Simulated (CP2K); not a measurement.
Worked example: self-consistent single point of NaMgTi2BiO6 (R3, 11 atoms in the cell) in CP2K.

Method of the run: PBEsol-D3(BJ)+ATM, GPW, DZVP-MOLOPT-SR-GTH basis, GTH-PBE potentials (GTH_POTENTIALS) (CP2K).

```
CELL_PARAMETERS angstrom
      6.73315     0.00000     0.00000
      4.49962     5.00886     0.00000
      4.49962     2.00645     4.58943
ATOMIC_POSITIONS crystal
  Na 0.17966 0.17966 0.17966
  Mg 0.34303 0.34303 0.34303
  Ti 0.01197 0.01197 0.01197
  Ti 0.60442 0.60442 0.60442
  Bi 0.76052 0.76052 0.76052
  O  0.75647 0.14635 0.30997
  O  0.30997 0.75647 0.14635
  O  0.14635 0.30997 0.75647
  O  0.61118 0.27005 0.94122
  O  0.94122 0.61118 0.27005
  O  0.27005 0.94122 0.61118
```

Reference input (self-consistent single point, DFT PBEsol, GPW, DZVP-MOLOPT-SR-GTH basis, GTH-PBE potentials (GTH_POTENTIALS)): CUTOFF = 1000 Ry; REL_CUTOFF = 50 Ry; SMEAR/METHOD = FERMI_DIRAC; ELECTRONIC_TEMPERATURE = 116.05 K; KPOINTS/SCHEME = MONKHORST-PACK 4 4 4; GAMMA_CENTERED = T; XC_FUNCTIONAL = PBE:PBESOL; Na/BASIS_SET = DZVP-MOLOPT-SR-GTH-q9; Na/POTENTIAL = GTH-PBE-q9; Mg/BASIS_SET = DZVP-MOLOPT-SR-GTH-q10; Mg/POTENTIAL = GTH-PBE-q10; Ti/BASIS_SET = DZVP-MOLOPT-SR-GTH-q12. This run's input differs from it in these lines:

```diff
@@ -49,2 +49,12 @@
       &END XC_FUNCTIONAL
+      &VDW_POTENTIAL
+        DISPERSION_FUNCTIONAL PAIR_POTENTIAL
+        &PAIR_POTENTIAL
+          TYPE DFTD3(BJ)
+          PARAMETER_FILE_NAME dftd3.dat
+          REFERENCE_FUNCTIONAL PBEsol
+          R_CUTOFF 15
+          CALCULATE_C9_TERM T
+        &END PAIR_POTENTIAL
+      &END VDW_POTENTIAL
     &END XC
```

Output (repeated stretches shortened):

```
 SCF WAVEFUNCTION OPTIMIZATION

  Step     Update method      Time    Convergence         Total energy    Change
     1 NoMix/Diag. 0.20E+00      -     1.95554164      -329.4145432925 -3.29E+02
     2 Broy./Diag. 0.20E+00      -     0.12386965      -321.3252175173  8.09E+00
     3 Broy./Diag. 0.20E+00      -     0.25708500      -325.5287925036 -4.20E+00
     4 Broy./Diag. 0.20E+00      -     0.05710116      -328.5842229700 -3.06E+00
     5 Broy./Diag. 0.20E+00      -     0.16076922      -328.4238333846  1.60E-01
     6 Broy./Diag. 0.20E+00      -     0.02471908      -329.6818828111 -1.26E+00
   [... 17 lines left out ...]
    24 Broy./Diag. 0.20E+00      -     0.00000237      -328.9968689567 -5.68E-05
    25 Broy./Diag. 0.20E+00      -     0.00000165      -328.9968607383  8.22E-06
    26 Broy./Diag. 0.20E+00      -     0.00000372      -328.9968202310  4.05E-05
    27 Broy./Diag. 0.20E+00      -     0.00000072      -328.9968046008  1.56E-05
  *** SCF run converged in    27 steps ***

  Overlap energy of the core charge distribution:               0.00000000030277
  Self energy of the core charge distribution:               -747.90157153353789
  Core Hamiltonian energy:                                    204.29089883044267
  Hartree energy:                                             266.86872076099240
  Exchange-correlation energy:                                -52.17582231501611
  Dispersion energy:                                           -0.07903034401949
  Electronic entropic energy:                                  -0.00000000000000
  Fermi energy:                                                 0.24513674612399

  Total energy:                                              -328.99680460083567
   [... lines left out ...]

 STRESS| Analytical stress tensor [bar]
 STRESS|                        x                   y                   z
 STRESS|      x       -3.87044854987E+04   3.87151982996E+03   2.53297017549E+03
 STRESS|      y        3.87151982996E+03  -4.56600429322E+04   1.12917774065E+03
 STRESS|      z        2.53297017549E+03   1.12917774065E+03  -4.66477462779E+04
 STRESS| 1/3 Trace                                            -4.36707582363E+04
```

The run converged in 27 iterations. Against the reference run the pressure goes from -2.21 to -4.37 GPa, the largest force moves little (0.511 to 0.510 eV/Å) and the gap on the mesh stays at 1.335 eV.

The starting cell comes from a database of computed structures (which also holds hypothetical and non-ambient phases and stackings), without a prior relaxation at this level. Spin-orbit coupling is off. Values carry the incompleteness of an atom-centred basis. The potentials were made for another functional than the one used. With a pressure of about -4 GPa the cell is away from its equilibrium volume at this level.

Cost on one core of a shared machine: roughly 5 min.
